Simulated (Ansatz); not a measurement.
Base system: CdSe in the wurtzite structure (space group P6_3mc, No. 186; a = 4.2475 Å, c = 6.9410 Å). Axes: x lies along a and z along c of the hexagonal cell.

Method: Ansatz (a program for electronic structure) LDA, spin-orbit coupling left out.

One thing is altered: the cell is stretched by 1.80 % along z with no lateral relaxation; the atoms relax in the strained cell.

Q: Predict the stress tensor and what it implies for the stiffness.

A: Stress of the strained cell less that of the base (GPa, compression positive):
```
  -0.71    0.00    0.00
   0.00   -0.71    0.00
   0.00    0.00   -1.60
```

Then −Δσ_ii/ε with ε = 0.0180 gives secant stiffness values (nonlinear terms included at this strain): C33 ≈ 89 GPa, C13 ≈ 39 GPa and C23 ≈ 39 GPa.

Whether these cells are dynamically stable was not tested.
